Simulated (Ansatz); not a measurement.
## What Bi on a W site, symmetric start does to W

Base system: a 12-atom supercell of W in the bcc (W type) structure (space group Im-3m, No. 229; a = 3.184 Å) at its relaxed geometry.

The change: a neutral Bi on a W site, symmetric start, atoms relaxed at fixed cell.

Computed with PBE/PAW in Ansatz (a program for electronic structure), no spin-orbit coupling. k-mesh 7×7×5 (Γ-centred); smearing 0.05 eV (Fermi–Dirac).

```tsv
quantity	base	changed	shift
pressure	0.1 GPa	10.1 GPa	+10.0 GPa
mean distance from the defect site to its nearest host atoms	2.76 Å	2.80 Å	+0.048 Å
```

The cell is small, so the values are those of an ordered compound at a high defect concentration; dilute-limit values will differ. The defect started on the symmetric site and kept its symmetry, so it may sit on a saddle. The final runs are not spin-polarised. The defect cell is not spin-polarised.
